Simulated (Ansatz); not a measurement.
# Response to strain in GaN

The reference is GaN in the zinc blende structure (space group F-43m, No. 216; a = 4.4981 Å). Axes: x, y, z lie along the cube axes.

Strains are applied to the cell and any free atomic positions relax.

Method: Kohn–Sham DFT with the PBEsol functional, run in Ansatz (a quantum-chemistry and plane-wave program) with PAW and 420 eV plane waves, no spin-orbit coupling.

Notes on the quantities. pressure: mean of the normal stresses, compression positive; energy relative to the base: free energy F.

```json
[
 {"variant": "base", "pressure": "0.00 GPa", "energy relative to the base": "0 meV/atom", "shortest interatomic distance": "1.948 Å"},
 {"variant": "uniaxial strain ε_zz = −3.00 %", "pressure": "6.06 GPa", "energy relative to the base": "+8.8 meV/atom", "shortest interatomic distance": "1.928 Å"},
 {"variant": "uniaxial strain ε_zz = −2.50 %", "pressure": "4.99 GPa", "energy relative to the base": "+6.1 meV/atom", "shortest interatomic distance": "1.932 Å"},
 {"variant": "uniaxial strain ε_zz = −2.00 %", "pressure": "3.95 GPa", "energy relative to the base": "+3.9 meV/atom", "shortest interatomic distance": "1.935 Å"},
 {"variant": "uniaxial strain ε_zz = −0.50 %", "pressure": "0.96 GPa", "energy relative to the base": "+0.2 meV/atom", "shortest interatomic distance": "1.944 Å"},
 {"variant": "uniaxial strain ε_zz = +0.50 %", "pressure": "-0.93 GPa", "energy relative to the base": "+0.2 meV/atom", "shortest interatomic distance": "1.951 Å"},
 {"variant": "uniaxial strain ε_zz = +1.00 %", "pressure": "…", "energy relative to the base": "…", "shortest interatomic distance": "…"},
 {"variant": "uniaxial strain ε_zz = +2.00 %", "pressure": "-3.59 GPa", "energy relative to the base": "+3.8 meV/atom", "shortest interatomic distance": "1.961 Å"},
 {"variant": "uniaxial strain ε_zz = +2.50 %", "pressure": "-4.44 GPa", "energy relative to the base": "+5.9 meV/atom", "shortest interatomic distance": "1.964 Å"},
 {"variant": "uniaxial strain ε_zz = +3.00 %", "pressure": "-5.27 GPa", "energy relative to the base": "+8.5 meV/atom", "shortest interatomic distance": "1.967 Å"}
]
```

### Question
Fill in the withheld entries from the trend.

### Answer

- uniaxial strain ε_zz = +1.00 %, pressure: -1.84 GPa
- uniaxial strain ε_zz = +1.00 %, energy relative to the base: +1.0 meV/atom
- uniaxial strain ε_zz = +1.00 %, shortest interatomic distance: 1.954 Å

Stability against distortions was not tested. This is not the structure that GaN has at room temperature and ambient pressure.
